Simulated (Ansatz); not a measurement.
Consider Ta in the bcc (W type) structure (space group Im-3m, No. 229; relaxed with 0.1 eV smearing).

```yaml
crystal:
  lattice:
    - [-1.62703, 1.62703, 1.62703]
    - [1.62703, -1.62703, 1.62703]
    - [1.62703, 1.62703, -1.62703]
  atoms:
    - { symbol: Ta, position: [0.00000, 0.00000, 0.00000] }
```

Cartesian axes are those of the cell as printed.

The values are results of DFT with LDA, PAW potentials and a 420 eV plane-wave cutoff in Ansatz (a quantum-chemistry and plane-wave program), no spin-orbit coupling, not measurements.

Before the change:

* **Pressure**: 0.0 GPa
* **Shortest interatomic distance**: 2.818 Å

The change: uniaxial strain ε_zz = −2.00 %, all other strain components held at zero, atoms relaxed at fixed cell.

### Question
Predict the new energy relative to the base.

### Answer
The energy increases by 6.7 meV/atom.

### Question
How does this affect the pressure?

### Answer
The pressure (mean of the normal stresses, compression positive) goes from zero to 4.6 GPa.

### Question
How does this affect the shortest interatomic distance?

### Answer
The shortest interatomic distance falls by 0.019 Å (2.818 Å → 2.799 Å).

No phonon test of stability was made. All final runs are without spin polarisation.
